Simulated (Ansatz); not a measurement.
MgO (model structure, Fm-3m, No. 225, 6 atoms in the cell) was calculated with G0W0@PBEsol (Ansatz, a quantum-chemistry and plane-wave program, hard PAW, contour deformation).

The same calculation (at the PBEsol cell, 9.359 Å³/atom) with different numerical settings; throughout: response cutoff 100 eV, empty bands 234:

```tsv
run	k mesh	quasiparticle gap on the mesh (eV)	quasiparticle gap at Γ (eV)	rough time
1	6×6×2	6.996	6.996	4 core-min
2	9×9×2	6.982	6.982	20 core-min
3	12×12×4	6.981	6.981	5 core-h
```

In the column quasiparticle gap on the mesh (eV) the first row differs from the last by +0.015 and the next to last by +0.001.

The last row is no converged limit: other settings stay fixed.

A model structure was made by putting elements into a prototype or built by hand; here it ended with the formula and space group of a phase in our tables.
